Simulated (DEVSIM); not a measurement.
Structure: Pt/SiO2/p-InP capacitor, at 300 K.

```csv
layer (left to right),material,thickness (nm),Na (cm⁻³)
1,SiO2,7.80,-
2,InP,2000,9.6e16
```

Metal gate on the left, work function 5.6 eV. Fixed charge at the semiconductor interface 0 cm⁻² (in units of +e); no interface traps.

This is a model device: material constants are rounded textbook-type values typed into the input, and sizes, dopings and lifetimes were drawn at random. Values at 300 K.

| parameter | SiO2 | InP |
|---|---|---|
| gap (eV) | 9 | 1.344 |
| affinity (eV) | 0.9 | 4.38 |
| permittivity | 3.9 | 12.5 |
| Nc (cm⁻³) | - | 5.7e17 |
| Nv (cm⁻³) | - | 1.1e19 |

Simulated with DEVSIM: 1D Poisson equation in equilibrium, Boltzmann statistics, complete ionisation; no quantum confinement or tunnelling. Metal contacts follow the ideal Schottky-Mott rule: no Fermi-level pinning, no interface dipoles.

The SiO2 thickness was swept, all else fixed.

| SiO2 thickness (μm) | capacitance of the dielectric stack (μF/cm²) | minimum of the low-frequency capacitance (μF/cm²) |
|---|---|---|
| 0.0031 | 1.11 | 0.0852 |
| 0.0043 | 0.803 | 0.0824 |
| 0.0055 | 0.628 | 0.0811 |
| 0.0066 | 0.523 | 0.0782 |
| 0.0078 | 0.443 | 0.0762 |
| 0.0094 | 0.367 | 0.0739 |

From the first row to the last the capacitance of the dielectric stack goes from 1.11 to 0.367. From the first row to the last the minimum of the low-frequency capacitance goes from 0.0852 to 0.0739.
